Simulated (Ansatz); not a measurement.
**Worked example: self-consistent single point of Sn2Ir (I4mm, 3 atoms in the cell) in Ansatz (a program for electronic structure)**

Method: LDA (PW92), default PAW files made with PBE (plane waves; Ansatz).

Input as run:

Ansatz 0.2 input:
```yaml
# Sn2Ir
crystal:
  lattice:
    - [0.000000, 3.193076, 3.193076]
    - [3.193076, 0.000000, 3.193076]
    - [3.193076, 3.193076, 0.000000]
  atoms:
    - { symbol: Sn, position_ang: [4.789614, 4.789614, 4.789614] }
    - { symbol: Sn, position_ang: [1.596538, 1.596538, 1.596538] }
    - { symbol: Ir, position_ang: [0.000000, 0.000000, 0.049997] }
basis:
  ecutwfc: 420.0 eV
kpoints:
  mp_grid:
    grid: [9, 9, 9]
hamiltonian:
  xc: lda
  pseudopotentials:
    kind: paw
scf:
  occupations:
    method: gaussian
    width: 0.1 eV
output:
  forces: true
  eigenvalues: true
  stress: true
```

The program printed (abridged):

```
WARN ansatz: RAYON_NUM_THREADS=1 ignored (pool sized by the plan → 1); use --threads N
Pseudopotentials: kind: paw
Pseudopotential: Sn, paw, valence charge 14
Pseudopotential: Ir, paw, valence charge 17
Crystal: 3 atoms, lattice volume = 65.112 Å³
Basis set: ecut = 420 eV, 1243 PW (Γ)
Bands: 27, of which v1, the nominal top of the filled ones, is band 23 counted from 1 (22 counted from 0)
Symmetry: 8 space group operations
Space group: I4mm (ITA 107), of the structure as read, at distance tolerance 4.0e-5 Å
k-points: 75 of 729 (time reversal used)
PAW frozen core: Sn, regenerated for the run's functional, and the local potential with it
PAW frozen core: Ir, regenerated for the run's functional, and the local potential with it
Initial density: superposition of atomic densities (neutral atoms: chi_scale 0, normalization atom), corrected by the library's trained network
Initial wavefunctions: pseudopotential atomic-orbital guess
Eigensolver: davidson
Functional: x = slater, c = lda
SCF iter   1: F=—  HF=-23423.311638 eV  |F-HF|=—  |Δ(HF+E_count)|=         —  Δρ=8.27e-3  dr2=2.11e-2  ethr=1.77e-3  ⟨swp⟩=6.0  Hψ=8605  notcnv=0
all-band conjugate gradients solve this SCF's bands
preconditioner: auto → none
SCF iter   2: F=—  HF=-23423.307458 eV  |F-HF|=—  |Δ(HF+E_count)|=   4.18e-3  Δρ=3.86e-3  dr2=1.17e-2  ethr=4.68e-5  ⟨swp⟩=2.1  Hψ=3950  notcnv=0
SCF iter   3: F=—  HF=-23423.308165 eV  |F-HF|=—  |Δ(HF+E_count)|=   7.07e-4  Δρ=3.82e-3  dr2=1.57e-2  ethr=2.61e-5  ⟨swp⟩=2.0  Hψ=2727  notcnv=0  defer=1
SCF iter   4: F=—  HF=-23423.305380 eV  |F-HF|=—  |Δ(HF+E_count)|=   2.79e-3  Δρ=4.24e-4  dr2=6.08e-5  ethr=2.61e-5  ⟨swp⟩=2.0  Hψ=2437  notcnv=0
SCF iter   5: F=—  HF=-23423.305366 eV  |F-HF|=—  |Δ(HF+E_count)|=   1.37e-5  Δρ=5.99e-5  dr2=1.13e-6  ethr=1.35e-7  ⟨swp⟩=2.2  Hψ=3495  notcnv=0
SCF iter   6: F=-23423.305366 eV  HF=-23423.305366 eV  |F-HF|=8.79e-9  |Δ(HF+E_count)|=   1.74e-7  Δρ=1.15e-5  dr2=6.63e-8  ethr=2.22e-10  ⟨swp⟩=7.2  Hψ=9450  notcnv=0
SCF 1 converged in 6 iterations: F = -23423.305366 eV  dr2 = 6.63e-8
SCF converged after 6 iterations
Free energy (F): -23423.305366 eV
Harris-Foulkes:  -23423.305366 eV  (|F-HF|=8.79e-9)
Internal energy: -23423.301372 eV  (E = F + TS)
E sigma→0 (E₀):  -23423.303369 eV
Entropy (-TS):   -0.003994 eV (-1.331 meV/atom)
Fermi energy:    13.987912 eV
--- Per-component energies (eV) ---
  E_band       = -332.927718
  E_kinetic    = 1003.998433
  E_local      = -3331.314918  (includes V_loc(G=0)·N_el)
  E_nonlocal   = 26.237248
  E_hartree    = 1711.733920
  E_xc         = -1024.413810
  E_vxc        = -497.545835  (∫ρ·V_xc dr)
  E_paw        = -16948.929698  (= ΣΔE_a)
  E_vpaw       = -957.778352  (= ΣTr[D̂ρ^β])
  E_aug_tail   = 0.000034  (compensation charges beyond the density's cutoff)
  E_ewald      = -4861.873979
  E_core_change = 1.261399  (= ΣΔE_core)
  E_smearing   = -0.003994  (= −TS)
  E_closure    = -0.000000  (closes the sum)
  Σ components = -23423.305366   (vs F -23423.305366, Δ=0.00e0)
--- Forces (eV/Å), atoms counted from 1 ---
  atom   1  Sn     0.00000000     0.00000000     0.17397969
  atom   2  Sn     0.00000000    -0.00000000     0.17397969
  atom   3  Ir     0.00000000     0.00000000    -0.34796453
  max |Σ_I F_I| component: 5.15e-6 eV/Å
--- Stress (GPa, compression-positive) ---
       -4.745064       0.000000       0.000000
        0.000000      -4.745064       0.000000
        0.000000       0.000000      -4.792701
  P = ⅓ Tr σ = -4.7609 GPa (-47.609 kbar)
  The stress holds the Pulay correction. Without it, at fixed plane waves, as pw.x and ABINIT print it: P = -4.8289 GPa
--- Band table (eV; the first three rows and the last of 75) ---
  k-point 0: bands = ["-77.5255", "-34.3791", "-34.3791", "-34.3773", "-7.3740", "-7.3738", "-7.2613", "-7.2613", "-7.2613", "-7.1116", "-7.1110", "-7.1110", "-6.9847", "-6.9846", "2.6079", "9.7386", "9.7526", "9.7526", "11.5396", "11.9801", [...]
  k-point 1: bands = ["-77.5255", "-34.3792", "-34.3791", "-34.3773", "-7.3624", "-7.3623", "-7.2603", "-7.2567", "-7.2567", "-7.1157", "-7.1152", "-7.1137", "-6.9969", "-6.9967", "2.7575", "9.1083", "9.8254", "9.8286", "11.9247", "11.9267", [...]
  k-point 2: bands = ["-77.5255", "-34.3794", "-34.3791", "-34.3774", "-7.3293", "-7.3290", "-7.2541", "-7.2433", "-7.2433", "-7.1280", "-7.1275", "-7.1240", "-7.0316", "-7.0315", "3.1972", "8.0970", "10.0208", "10.0238", "11.8275", "11.8280", [...]
  k-point 74: bands = ["-77.5254", "-34.3794", "-34.3793", "-34.3786", "-7.3438", "-7.2916", "-7.2501", "-7.1843", "-7.1843", "-7.1796", "-7.1781", "-7.1315", "-7.1040", "-7.0019", "5.8702", "6.9601", "7.8814", "10.7189", "11.1288", "11.5805", [...]
```

The run converged in 6 iterations.

The starting cell comes from a database of computed structures (which also holds hypothetical and non-ambient phases and stackings), without a prior relaxation at this level. Its lattice was rescaled by up to half a per cent. One atom was moved a little off its site on purpose. Spin-orbit coupling is off. Spin polarisation is off. With a pressure of about -5 GPa the cell is away from its equilibrium volume at this level. Ansatz's pressure includes its estimate of the finite-basis (Pulay) stress.
